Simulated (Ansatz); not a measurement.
Cubic perovskite CsSrF3, treated with LDA in Ansatz (PAW).

Settings: plane-wave cutoff 500 eV, 8×8×8 k mesh, Fermi–Dirac smearing 0.05 eV, scalar-relativistic PAW data made under PBE.

Computed at the level's own relaxed cell.

**Question.** What does this level give for the equilibrium volume per atom, lattice parameter a and band gap?

**Answer.** 
- equilibrium volume per atom = 20.09 Å³/atom
- lattice parameter a = 4.648 Å
- band gap = 6.31 eV (on the SCF k mesh)

Note: the relaxation could not lower the start's symmetry, so the cell can be a saddle point above a distorted one.

Spin–orbit coupling is not included.

Ansatz is an electronic-structure program.
